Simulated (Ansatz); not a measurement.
Structures of equal composition on the (111)B surface of zinc-blende AlAs (As plane on top): 2x2 Al adatom at H3; 2x2 Al adatom at T1; 2x2 Al adatom at T4. The slabs share one bottom face, and each structure is named by its start. These are constructed structures in small cells; real faces may alloy, dewet or reconstruct in larger ones, and not all known structures of the face are among them. Slabs of about 14 Å, Fermi-Dirac smearing of 0.025 eV. Bottom of the slabs: H caps. Relaxed from the named starts with such symmetry as they have, on meshes of like density; energies extrapolated to zero smearing; spin only where a row says so; no spin-orbit coupling, no U. Brackets mark spin-polarised runs, whose order is one that fits the cell. Where a second, spin-polarised start was run, the lower counts.

Method: PBE (plane waves to 420 eV, PAW; Ansatz, a quantum-chemistry and plane-wave program).

Q: Order them by energy per 1x1 cell (lowest first) at the level PBE.

A: 2x2 Al adatom at H3 (0.000 eV, gap 0.67 eV on the mesh), 2x2 Al adatom at T4 (0.034 eV, gap 0.81 eV on the mesh), 2x2 Al adatom at T1 (0.546 eV, no gap on the mesh)
